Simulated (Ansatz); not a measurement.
Start from AlP in the zinc blende structure (space group F-43m, No. 216; a = 5.471 Å).

The other end (x = 1) is LuP in the zinc blende structure (space group F-43m, No. 216; a hypothetical phase, not in the database extracts checked): 28.19 Å³/atom, gap 1.54 eV; this end may not be an ambient phase.

Calculations: PBEsol, PAW, 420 eV (Ansatz, a first-principles code; scalar-relativistic without spin-orbit coupling).

Lu replaces a fraction x of Al; each row is one arrangement (x, atoms in the cell, starting space group or random), fully relaxed.

One change was made to it. Results:

```tsv
quantity	base	after
mean first-shell distances	–	Al–P 2.419 Å (end compound 2.369 Å), Lu–P 2.619 Å (end compound 2.636 Å)
deviation of the volume from the linear (Vegard-type) interpolation	–	-0.6 %
band gap	1.45 eV	0.90 eV
```

What was done to the base?
(A) x(Lu) = 0.667, 6 atoms, I-4m2
(B) x(Lu) = 0.25, 8 atoms, P-43m
(C) x(Lu) = 0.75, 8 atoms, P-4m2
(D) x(Lu) = 0.25, 8 atoms, I-42m

A, x(Lu) = 0.667, 6 atoms, I-4m2. For comparison, the band gap in the other runs: x(Lu) = 0.25, 8 atoms, P-43m gives 1.70 eV; x(Lu) = 0.75, 8 atoms, P-4m2 gives 0.97 eV; x(Lu) = 0.25, 8 atoms, I-42m gives 1.42 eV.

Each cell is one ordered arrangement of few atoms, which overstates ordering effects compared with a random alloy. Gaps are read on the SCF mesh and a high-symmetry path. No phonon test of stability was made.
